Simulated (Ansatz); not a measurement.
Base system: BAs (space group P4_2/mnm, No. 136; a = 5.8372 Å, c = 3.3617 Å; a hypothetical phase, not in the database extracts checked). Axes: x, y, z lie along a, b, c of the conventional cell.

Levels (all Ansatz, an electronic-structure program, PAW): PBEsol (420 eV, no spin-orbit coupling); HSE06 (420 eV, spin-orbit coupling left out).

Its gap is 0.61 eV with PBEsol and 1.30 eV with HSE06.

One thing is altered: tensor shear ε_xz = +3.57 % (engineering shear γ = 0.0714); the atoms relax in the strained cell.

With PBEsol the gap becomes 0.36 eV.

Question: If the HSE06 correction stayed the same, what would the HSE06 gap be, and what does the HSE06 run give?

Answer: A rigid correction of +0.69 eV gives 1.05 eV. The HSE06 run gives 1.06 eV, so the two effects roughly add.

Single points use the geometry relaxed with PBEsol. HSE06 gaps are upper bounds (no full band path). Whether these cells are dynamically stable was not tested.
